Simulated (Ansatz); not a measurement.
## A computed series for hypothetical CdI2 type NbH2: response to strain

Take NbH2 in the CdI2 type structure (space group P-3m1, No. 164; a hypothetical phase, not in the database extracts checked; layered, stacked along the Cartesian z axis; relaxed with 0.1 eV smearing) as the base.

```xyz
3
Lattice="2.8553 0.0000 0.0000 -1.4276 2.4727 0.0000 0.0000 0.0000 4.8060" Properties=species:S:1:pos:R:3 pbc="T T T"
Nb     0.0000     0.0000     0.0000
H      0.0000     1.6485     1.1430
H      1.4276     0.8242     3.6630
```

Cartesian axes are those of the cell as printed.

Strains are applied to the cell and any free atomic positions relax; under biaxial strain the out-of-plane vector relaxes too; under stress the whole cell relaxes.

Method: Kohn–Sham DFT with the r2SCAN+rVV10 functional, run in Ansatz (a first-principles code) with PAW and 500 eV plane waves, no spin-orbit coupling.

Notes on the quantities. pressure: mean of the normal stresses, compression positive.

```json
[
 {"variant": "base", "volume per atom": "11.31 Å³", "pressure": "0.0 GPa", "space group": "P-3m1 (No. 164)"},
 {"variant": "biaxial strain −4.91 %, plane normal [001], relaxed out of plane", "volume per atom": "10.49 Å³", "pressure": "12.3 GPa", "space group": "P-3m1 (No. 164)"},
 {"variant": "biaxial strain −2.77 %, plane normal [001], relaxed out of plane", "volume per atom": "10.88 Å³", "pressure": "6.2 GPa", "space group": "P-3m1 (No. 164)"},
 {"variant": "biaxial strain −1.08 %, plane normal [001], relaxed out of plane", "volume per atom": "11.15 Å³", "pressure": "2.2 GPa", "space group": "P-3m1 (No. 164)"},
 {"variant": "biaxial strain −0.58 %, plane normal [001], relaxed out of plane", "volume per atom": "11.23 Å³", "pressure": "1.2 GPa", "space group": "P-3m1 (No. 164)"},
 {"variant": "biaxial strain +0.61 %, plane normal [001], relaxed out of plane", "volume per atom": "11.39 Å³", "pressure": "-1.1 GPa", "space group": "P-3m1 (No. 164)"},
 {"variant": "isotropic strain +1.07 %", "volume per atom": "11.68 Å³", "pressure": "-2.1 GPa", "space group": "P-3m1 (No. 164)"},
 {"variant": "tensor shear ε_xy = +2.31 %", "volume per atom": "11.30 Å³", "pressure": "0.0 GPa", "space group": "P-1 (No. 2)"},
 {"variant": "tensor shear ε_yz = +3.03 %", "volume per atom": "11.30 Å³", "pressure": "0.0 GPa", "space group": "C2/m (No. 12)"},
 {"variant": "uniaxial stress, 0.5 GPa tension along z", "volume per atom": "11.60 Å³", "pressure": "–", "space group": "P-3m1 (No. 164)"}
]
```

Stability under load was not tested beyond the relaxation. All final runs are without spin polarisation. An odd electron count without spin: NbH2. Under tensor shear ε_xy = +2.31 % the cell ends below the base's energy or with stress of the wrong sign: the atoms slid into a distortion or the cell is elastically unstable, so the base is not a stable minimum at this level.
